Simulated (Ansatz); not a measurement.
TiO2, treated with PBE (Ansatz, a program for electronic structure, PAW).

Settings: plane-wave cutoff 520 eV, 8×4×6 k mesh (along the axes of the cell as run), Fermi–Dirac smearing 0.01 eV, no spin polarisation, scalar-relativistic PAW data made under PBE.

Starting structure:

```xyz
24
Lattice="5.1380 0.0000 0.0000 0.0000 9.1740 0.0000 0.0000 0.0000 5.4490" Properties=species:S:1:pos:R:3 pbc="T T T"
Ti     0.7049     1.1825     4.9194
Ti     3.2739     3.4045     0.5296
Ti     4.4331     5.7695     3.2541
Ti     1.8641     7.9915     2.1949
Ti     4.4331     7.9915     0.5296
Ti     1.8641     5.7695     4.9194
Ti     0.7049     3.4045     2.1949
Ti     3.2739     1.1825     3.2541
O      4.1952     0.0872     4.6366
O      1.6262     4.4998     0.8124
O      0.9428     4.6742     3.5369
O      3.5118     9.0868     1.9121
O      0.9428     9.0868     0.8124
O      3.5118     4.6742     4.6366
O      4.1952     4.4998     1.9121
O      1.6262     0.0872     3.5369
O      2.3809     2.1229     4.8442
O      4.9499     2.4641     0.6048
O      2.7571     6.7099     3.3293
O      0.1881     7.0511     2.1197
O      2.7571     7.0511     0.6048
O      0.1881     6.7099     4.8442
O      2.3809     2.4641     2.1197
O      4.9499     2.1229     3.3293
```

### Question
Into what structure does the relaxation of cell and atoms lead at this level, with the symmetry of the start kept?

### Answer
The volume increases by 2.6 %; final space group Pbca.
```xyz
24
Lattice="5.1698 0.0000 0.0000 0.0000 9.2589 0.0000 0.0000 0.0000 5.5043" Properties=species:S:1:pos:R:3 pbc="T T T"
Ti     0.7121     1.1944     4.9995
Ti     3.2970     3.4351     0.5048
Ti     4.4576     5.8238     3.2570
Ti     1.8727     8.0645     2.2474
Ti     4.4576     8.0645     0.5048
Ti     1.8727     5.8238     4.9995
Ti     0.7121     3.4351     2.2474
Ti     3.2970     1.1944     3.2570
O      4.2237     0.0944     4.6881
O      1.6388     4.5350     0.8163
O      0.9461     4.7238     3.5684
O      3.5309     9.1645     1.9359
O      0.9461     9.1645     0.8163
O      3.5309     4.7238     4.6881
O      4.2237     4.5350     1.9359
O      1.6388     0.0944     3.5684
O      2.3989     2.1274     4.9085
O      4.9838     2.5020     0.5959
O      2.7709     6.7569     3.3480
O      0.1860     7.1314     2.1563
O      2.7709     7.1314     0.5959
O      0.1860     6.7569     4.9085
O      2.3989     2.5020     2.1563
O      4.9838     2.1274     3.3480
```

Note: the relaxation could not lower the start's symmetry, so the cell can be a saddle point above a distorted one.
